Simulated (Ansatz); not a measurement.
Results of PBE0 in Ansatz (PAW) for SiC (model structure, Pm-3n, No. 223, 12 atoms in the cell).

Run with plane-wave cutoff 460 eV, 4×4×4 k mesh, Fermi–Dirac smearing 0.01 eV, scalar-relativistic PAW data made under PBE.

Cell (relaxed with PBEsol):

```xyz
12
Lattice="5.3312 0.0000 0.0000 0.0000 5.3312 0.0000 0.0000 0.0000 5.3312" Properties=species:S:1:pos:R:3 pbc="T T T"
Si     1.3328     2.6656     0.0000
Si     3.9984     2.6656     0.0000
Si     0.0000     1.3328     2.6656
Si     0.0000     3.9984     2.6656
Si     2.6656     0.0000     1.3328
Si     2.6656     0.0000     3.9984
C      2.6656     1.3328     0.0000
C      2.6656     3.9984     0.0000
C      0.0000     2.6656     1.3328
C      0.0000     2.6656     3.9984
C      1.3328     0.0000     2.6656
C      3.9984     0.0000     2.6656
```

Problem. What does this level give for the band gap, smallest direct gap on the k points sampled and direct gap at Γ?

Solution. 
- band gap: 3.57 eV (indirect)
- smallest direct gap on the k points sampled: 3.83 eV
- direct gap at Γ: 4.67 eV

Note: the relaxation could raise the start's symmetry but not lower it, so the cell can be a saddle point; cell and atoms aren't relaxed at this level (pressure -1.5 GPa).

Computed values are for the static lattice.

A model structure was made by putting elements into a prototype or built by hand; it is no filed structure, need not be a known phase, and can be a saddle point held by its symmetry.

Ansatz is a program for electronic structure.
